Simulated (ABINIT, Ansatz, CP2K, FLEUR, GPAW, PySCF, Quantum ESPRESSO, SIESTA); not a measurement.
# One structure in several programs: Se (P3_121, 3 atoms in the cell)

Self-consistent single point.

```
Se
1.0
    4.54716     0.00000     0.00000
   -2.27358     3.93796     0.00000
    0.00000     0.00000     5.02560
Se
3
Cartesian
  0.99078   0.00000   1.67520
 -0.49539   0.85804   3.35040
  1.77819   3.07992   0.00000
```

All programs got the same cell, k-point mesh and kind of occupations (some realise fixed ones as a very narrow smearing) (in Ansatz's words: kpoints.mp_grid.grid = 7 7 6; scf.occupations.method = fixed); potentials, basis and cutoffs are each program's usual ones.

```
code                                                                                                                                model  pressure (GPa)  largest force (eV/Å)  gap on the mesh (eV)  k-points           cutoff
----------------  -----------------------------------------------------------------------------------------------------------------------  --------------  --------------------  --------------------  --------  ---------------
FLEUR                                                                        PBE, all-electron FLAPW (FLEUR), scalar-relativistic valence               –                 0.203                 1.247        40  Kmax 3.8 1/bohr
Quantum ESPRESSO                                                                           PBE, GBRV 1.5 ultrasoft (PBE) pseudopotentials            0.02                 0.006                 1.240        40            40 Ry
GPAW                                                                                         PBE, GPAW PAW datasets PBE (gpaw-data 1.0.1)            0.07                 0.016                 1.234        40           600 eV
PySCF                            PBE, Gaussian basis gth-dzvp-molopt-sr, GTH pseudopotentials gth-pbe, FFT density fitting with multigrid               –                     –                 1.232       294       grid 50 Ha
CP2K                                                              PBE, GPW, DZVP-MOLOPT-SR-GTH basis, GTH-PBE potentials (GTH_POTENTIALS)            0.68                 0.186                 1.232       148      grid 400 Ry
Ansatz                                                                                                                     PBE, PAW files            0.04                 0.001                 1.245        40          default
ABINIT                                                                                                        PBE, PAW (JTH v2.0 PBE PAW)            0.04                 0.018                 1.249        40           544 eV
SIESTA            GGA PBE, numerical atomic orbitals DZP, PseudoDojo PBE standard norm-conserving potentials (rewritten from UPF to PSML)            4.53                 1.737                 1.118       151      grid 400 Ry
```

A dash marks a value that a program does not give, or that is left out as unsure.

Gaps are read on the mesh. Another mesh or the band path gives a smaller gap, so these values are not converged in the mesh.

The spread over the programs that give each value: pressure within 4.51 GPa; largest force within 1.736 eV/Å; gap on the mesh within 0.131 eV.

The starting cell comes from a database of computed structures (which also holds hypothetical and non-ambient phases and stackings), without a prior relaxation at this level. Its lattice was rescaled by a random factor within 2.5 % of one. On Ansatz's run: Another mesh or the band path of this cell gives a smaller gap, so this value is not converged in the mesh.

Problem. Why do the programs differ, and what cannot be compared?

Solution. Differences of this kind can come from the potentials, where these differ, and from what each basis and cutoff leave unconverged. The valence holds different numbers of electrons (FLEUR 48, Quantum ESPRESSO 18, GPAW 18, PySCF 18, CP2K 18, Ansatz (an electronic-structure program) 48, ABINIT 18, SIESTA 48). The zero of total energies and Fermi levels follows the potentials and each program's conventions, so they are not compared here. PySCF, CP2K and SIESTA use small atom-centred bases, whose incompleteness enters pressures, forces and empty levels differently from a plane-wave cutoff. FLEUR treats all electrons, but the usual bases taken here (sphere radii, linearisation, local orbitals, empty states) were not tested for convergence, so the values are no reference for the others. Ansatz's pressure is given at a fixed set of plane waves, as the other plane-wave codes print theirs. The programs reduce the same mesh by symmetry to different extents, which changes the work and not the result. In the pressure, SIESTA (by 4.49) lies more than 1 GPa from the median of the plane-wave programs. In the gap, SIESTA (by 0.125) lies more than 0.12 eV from the median of the plane-wave programs. In the force vectors, FLEUR (by 0.192), CP2K (by 0.174) and SIESTA (by 1.726) lie more than 0.08 eV/Å from the median of the plane-wave programs.

Keys are those of Ansatz 0.2.
